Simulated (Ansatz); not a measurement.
Several settings converged on SrGaSi (P3m1, 3 atoms in the cell)

```
CELL_PARAMETERS angstrom
      4.19212     0.00000     0.00000
     -2.09606     3.63048     0.00000
      0.00000     0.00000     4.75003
ATOMIC_POSITIONS crystal
  Sr 0.00000 0.00000 0.01053
  Ga 0.33333 0.66667 0.50000
  Si 0.66667 0.33333 0.50000
```

Base method: PBEsol, default PAW files made with PBE (plane waves; Ansatz, a program for electronic structure).

Base settings: basis.ecutwfc = 420 eV; kpoints.mp_grid.grid = 9 9 7; hamiltonian.xc = pbesol; hamiltonian.pseudopotentials = {kind: paw} (the program's default PAW files); scf.occupations.method = fermi_dirac; scf.occupations.width = 0.1 eV.

The count of work is k-points × plane waves × bands × iterations; it is no time. 

**The width of Fermi-Dirac smearing**

In this ladder: kpoints.mp_grid.grid = 15 15 12.

Narrow widths need finer meshes than wide ones, so the last steps can hold mesh noise.

Only quantities that move along the ladder and can be compared are tabulated; pressure and forces are left out, as mesh noise rules them at narrow widths.

| scf.occupations.width | free energy less the last step's (meV/atom) | energy extrapolated to zero width less the last step's (meV/atom) |
|---|---|---|
| 1 eV | -697.43 | 58.15 |
| 0.5 eV | -156.65 | 7.06 |
| 0.3 eV | -54.34 | 0.13 |
| 0.2 eV | -23.35 | 0.13 |
| 0.1 eV | -4.56 | 0.30 |
| 0.05 eV | 0.00 | 0.00 |

Widest scf.occupations.width that holds the free energy within 5 meV/atom: not settled: the last two steps still differ by 4.6 meV/atom, over half the tolerance, so the ladder does not show it.

Widest scf.occupations.width that holds the energy extrapolated to zero width within 1 meV/atom of the last step, with all finer ones: 0.3 eV; the step before is off by 7.1 meV/atom.

The extrapolation to zero width removes most of the smearing's effect on the energy.

**The width of Methfessel-Paxton smearing**

In this ladder: kpoints.mp_grid.grid = 15 15 12; scf.occupations.method = methfessel_paxton.

Narrow widths need finer meshes than wide ones, so the last steps can hold mesh noise.

Only quantities that move along the ladder and can be compared are tabulated; pressure and forces are left out, as mesh noise rules them at narrow widths.

| scf.occupations.width | free energy less the last step's (meV/atom) |
|---|---|
| 1 eV | 1.10 |
| 0.5 eV | 0.38 |
| 0.3 eV | 0.56 |
| 0.2 eV | 0.44 |
| 0.1 eV | 0.07 |
| 0.05 eV | 0.00 |

Widest scf.occupations.width that holds the free energy within 0.5 meV/atom of the last step, with all finer ones: 0.2 eV; the step before is off by 0.56 meV/atom.

**The mesh under tetrahedron occupations**

In this ladder: scf.occupations.method = tetrahedron; scf.occupations.width = default.

Only quantities that move along the ladder and can be compared are tabulated.

| kpoints.mp_grid.grid | free energy less the last step's (meV/atom) | pressure (GPa) | largest difference of a force vector from the last step's (eV/Å) | count of work / last |
|---|---|---|---|---|
| 4 4 3 | 26.24 | -2.02 | 0.012 | 0.014 |
| 5 5 4 | 2.47 | -2.04 | 0.005 | 0.025 |
| 6 6 5 | -3.81 | -1.98 | 0.001 | 0.039 |
| 7 7 6 | -2.70 | -1.89 | 0.004 | 0.058 |
| 9 9 7 | -0.58 | -1.88 | 0.000 | 0.100 |
| 11 11 9 | 0.45 | -1.87 | 0.002 | 0.17 |
| 14 14 11 | -0.11 | -1.86 | 0.001 | 0.32 |
| 17 17 13 | -0.09 | -1.86 | 0.000 | 0.54 |
| 21 21 16 | 0.00 | -1.86 | 0.000 | 1.0 |

Coarsest kpoints.mp_grid.grid that holds the forces within 0.01 eV/Å of the last step, with all finer ones: 5 5 4, at 0.025 of the last step's count of work; the step before is off by 0.012 eV/Å.

Coarsest kpoints.mp_grid.grid that holds the free energy within 1 meV/atom of the last step, with all finer ones: 9 9 7, at 0.100 of the last step's count of work; the step before is off by 2.7 meV/atom.

Coarsest kpoints.mp_grid.grid that holds the pressure within 0.05 GPa of the last step, with all finer ones: 7 7 6, at 0.058 of the last step's count of work; the step before is off by 0.12 GPa.

On the base run: the starting cell comes from a database of computed structures (which also holds hypothetical and non-ambient phases and stackings), without a prior relaxation at this level. Its lattice was rescaled by up to half a per cent. One atom was moved a little off its site on purpose. Ansatz's pressure includes its estimate of the finite-basis (Pulay) stress.

Left out of this page: 4 runs of the series outside the window shown, repeating another row's setting, or not comparable.

Keys are those of Ansatz 0.2.
